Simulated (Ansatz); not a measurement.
The starting structures come from a database of crystals and need not be the phases stable at ambient conditions.

By PBEsol, the system below comes out a metal.

Data:

```
PdTi
1.0
    4.49126     0.00000     0.00000
   -2.24563     3.88954     0.00000
    2.24563     1.29651     1.83355
Ti Pd
1 1
Direct
  0.00000   0.50000   0.50000
  0.00000   0.00000   0.00000
```

The cell is taken as given; by PBEsol it stands under a pressure of -6.4 GPa.

The current flows along the normal of the first two printed cell vectors, the (111) plane of the conventional cell. No spin-orbit coupling; the value is a mean over 0.1 eV about the Fermi level.

**Question.** Predict the ballistic conductance per area from Ansatz (an electronic-structure program) with PBEsol.

**Answer.** 1.5 × 10¹⁵ S/m² for both spins.
